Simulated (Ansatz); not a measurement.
Given:

```
BP
1.0
    0.00000     2.27523     2.26820
    2.26820     0.00000     2.26820
    2.26820     2.27523     0.00000
P B
1 1
Direct
  0.75000   0.75000   0.75000
  0.00000   0.00000   0.00000
```

No spin polarisation.

Level of theory: r2SCAN in Ansatz (plane waves to 500 eV, PAW, no SOC), earlier PAW set. k-mesh 12×12×12 (Γ-centred); smearing 0.05 eV (Fermi–Dirac).

**Question.** Predict the smallest direct gap, valence-band top at Γ and gap character.

**Answer.** 
* **Smallest direct gap**: 3.58 eV
* **Valence-band top at Γ (three highest levels, from the VBM)**: 0.00, 0.00, -0.03 eV
* **Gap character**: indirect, Γ → k = (0, 0.417, 0.417) in the run's primitive reciprocal basis

The cells carry an imposed strain or load. No phonon test of stability was made. The cell was made from BP in the zinc blende structure (space group F-43m, No. 216) by this change: uniaxial strain ε_yy = +0.31 %.

Ansatz is an electronic-structure program.
